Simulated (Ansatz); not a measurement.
PbClF: uniaxial strain ε_yy = +3.26 %

Start from PbClF (space group P4/nmm, No. 129; a = 4.068 Å, c = 7.193 Å). Axes: x, y, z lie along a, b, c of the conventional cell.

It is then changed as follows: uniaxial strain ε_yy = +3.26 %, all other strain components held at zero; the atoms relax in the strained cell.

All numbers come from PBEsol (Ansatz, a program for electronic structure, PAW, scalar-relativistic without spin-orbit coupling). Γ-centred 8×8×5 mesh, Fermi–Dirac width 0.05 eV.

```tsv
quantity	base	changed	shift
volume per atom	19.84 Å³	20.49 Å³	+0.65 Å³
space group	P4/nmm (No. 129)	Pmmn (No. 59)	–
shortest interatomic distance	2.523 Å	2.516 Å	-0.007 Å
energy relative to the base (free energy F)	0 meV/atom	+5.4 meV/atom	+5.4 meV/atom
pressure (mean of the normal stresses, compression positive)	0.00 GPa	-1.76 GPa	-1.76 GPa
band gap	3.35 eV	3.31 eV	-0.04 eV
gap character	–	direct at Z	–
electron mass	0.31 mₑ along k, 0.50 mₑ across (at Z)	0.32 mₑ along k, 0.52 mₑ across (at Z)	–
hole mass	–	1.7 mₑ along x, 1.6 mₑ along y, 1.1 mₑ along z (at Z)	–
largest internal atomic displacement	–	0.016 Å	–
stress (xx, yy, zz, yz, xz, xy; compression positive)	–	(-1.34, -2.61, -1.34, 0.00, 0.00, 0.00) GPa	–
```

Final structure:

```xyz
6
Lattice="4.0684 0.0000 0.0000 0.0000 4.2011 0.0000 0.0000 0.0000 7.1929" Properties=species:S:1:pos:R:3 pbc="T T T"
Pb     0.0000     2.1005     5.7141
Pb     2.0342     0.0000     1.4788
Cl     2.0342     0.0000     4.6695
Cl     0.0000     2.1005     2.5234
F      2.0342     2.1005     0.0016
F      0.0000     0.0000    -0.0016
```

With Pb present, leaving out spin-orbit coupling can change the band edges. Effective masses come from finite differences of ±0.01 Å⁻¹. Along k means along the line from Γ to the band edge. Whether these cells are dynamically stable was not tested. k-point labels follow each cell's own Brillouin zone.
